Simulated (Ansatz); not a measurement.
## A computed series for HgS: response to strain

The reference is HgS in the zinc blende structure (space group F-43m, No. 216; a = 5.992 Å).

Strains are applied to the cell and any free atomic positions relax.

Method: Ansatz (a quantum-chemistry and plane-wave program), PBE, PAW, cutoff 420 eV, without spin-orbit coupling.

Notes on the quantities. energy relative to the base: free energy F.

```tsv
case	pressure	energy relative to the base	volume per atom
base	0.0 GPa	0 meV/atom	26.89 Å³
isotropic strain −3.00 %	5.8 GPa	+39 meV/atom	24.54 Å³
isotropic strain −2.00 %	3.5 GPa	+16 meV/atom	25.31 Å³
isotropic strain −1.00 %	1.6 GPa	+4.0 meV/atom	26.09 Å³
isotropic strain −0.50 %	___	___	26.49 Å³
isotropic strain +0.50 %	-0.7 GPa	+0.9 meV/atom	27.29 Å³
isotropic strain +1.50 %	-2.0 GPa	+8.1 meV/atom	28.11 Å³
isotropic strain +2.00 %	-2.6 GPa	+14 meV/atom	28.53 Å³
isotropic strain +2.50 %	-3.1 GPa	+22 meV/atom	28.95 Å³
isotropic strain +3.00 %	-3.6 GPa	+30 meV/atom	29.38 Å³
```

Task: What belongs in the blanks?

Result: 
- isotropic strain −0.50 %, pressure: 0.8 GPa
- isotropic strain −0.50 %, energy relative to the base: +1.0 meV/atom

The mesh was chosen for an insulator and is coarse for the gapless case. No phonon test of stability was made. All final runs are without spin polarisation.
